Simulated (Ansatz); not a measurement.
Take CdS in the wurtzite structure (space group P6_3mc, No. 186; a = 4.197 Å, c = 6.830 Å) as the base.

Calculations: PBE (Ansatz, a program for electronic structure; PAW; 420 eV plane waves; spin-orbit coupling left out), earlier PAW set.

Before the change:

- Gap between the host's bands: 1.11 eV

One thing is altered: 0.104 holes added to each cell, a density of 1.0×10^21 cm⁻³, with a uniform compensating background at fixed cell and a 300 K Fermi–Dirac width.

Question: Estimate the effect on the gap between the host's bands.

Answer: The gap between the host's bands grows by 0.05 eV (1.11 eV → 1.16 eV).

Question: What does the calculation give for the Fermi level from band edge after the change?

Answer: The Fermi level relative to the doped band's edge (positive inside the band; to 0.05 eV) amounts to +0.15 eV.

Carriers are added with a uniform compensating background; total energy and stress of such cells depend on the potential's zero and are not compared; many-body gap narrowing is missing at this level. No phonon test of stability was made.
